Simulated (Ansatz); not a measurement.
Cubic perovskite CsPbBr3 (cubic high-temperature phase) was calculated with r²SCAN (PAW; Ansatz, a program for electronic structure).

Run with plane-wave cutoff 600 eV, 4×4×4 k mesh, scalar-relativistic PAW data made under PBE.

The cell has the measured lattice: a = b = c = 5.874 Å, α = β = γ = 90.00°.

Q: Give the computed elastic constant C44, Voigt–Reuss–Hill shear modulus (Hill average), Voigt–Reuss–Hill bulk modulus, Young modulus, elastic constant C11 and elastic constant C12.

A: 
- elastic constant C44 = 4.74 GPa
- Voigt–Reuss–Hill shear modulus (Hill average) = 10.0 GPa
- Voigt–Reuss–Hill bulk modulus = 25.1 GPa
- Young modulus = 26.5 GPa
- elastic constant C11 = 58.9 GPa
- elastic constant C12 = 8.19 GPa

Note: held by symmetry at 0 K, a high-temperature phase can be a saddle point; the cell isn't this level's own, so it is under some stress, which shifts stiffness and frequencies.

Elastic constants are with the ions relaxed.

Spin–orbit coupling is not included; it can shift volumes and moduli of such heavy elements.
